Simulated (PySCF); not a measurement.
PySCF 2.14.0, HF/def2-svp, df: Nb(Cl)2(SH)3 ([SH][Nb]([SH])([SH])([Cl])[Cl]), 9 atoms. The geometry is a generated start, not checked to be a minimum at this level.

```yaml
task: energy
method: hf
basis: def2-svp
two_electron_scheme: density fitting
mol.max_memory: 3000 MB
mf.max_cycle: 100
mf.conv_tol: 1e-09 (default)
effective_core_potentials: those of the basis set, past Kr
basis_functions: 136
```

```xyz
9

Nb     0.3557     0.2448     0.3080
Cl     2.0009    -0.0358     1.7790
Cl    -0.4103     2.3070     0.5654
S     -1.2938    -1.1021     1.4997
H     -1.2805    -0.3858     2.6178
S      2.1225     0.2907    -1.4124
H      1.4772     0.1047    -2.5581
S     -0.8894    -0.5648    -1.6508
H     -2.0823    -0.8588    -1.1486
```

Charge 0 and multiplicity 1 are set for this test and not shown to be the ground state.

With the defaults (mf.diis = true, mf.DIIS = CDIIS, mf.diis_space = 8, newton = off, mf.damp = 0, mf.diis_start_cycle = 1, mf.init_guess = minao) it converges in 16 Fock builds. One run each on 2 threads, 1 BLAS thread, with these changes:
- mf.diis = false, mf.damp = 0.7, mf.diis_start_cycle = 999
- mf.diis_space = 12
- mf.damp = 0.3, mf.diis_start_cycle = 4
- mf.DIIS = EDIIS
- mf.init_guess = huckel
- mf.diis = false
- mf.diis_space = 3
- mf.diis_space = 5
- newton = Hessian by the SCF's own integrals

**Question.** Which of these changes keep the SCF from converging, or lead it to another solution?

**Answer.** No convergence: mf.diis = false (the run ends without SCF convergence in 100 cycles). The rest reach the solution of the defaults.

```csv
setting,Fock builds,end
the defaults,16,same solution
mf.diis_space = 12,16,same solution
mf.diis_space = 5,17,same solution
"mf.damp = 0.3, mf.diis_start_cycle = 4",18,same solution
mf.init_guess = huckel,19,same solution
mf.diis_space = 3,21,same solution
newton = Hessian by the SCF's own integrals,40,same solution
"mf.diis = false, mf.damp = 0.7, mf.diis_start_cycle = 999",68,same solution
mf.DIIS = EDIIS,82,same solution
mf.diis = false,101,no convergence
```

Under newton the count holds the products with the orbital Hessian.
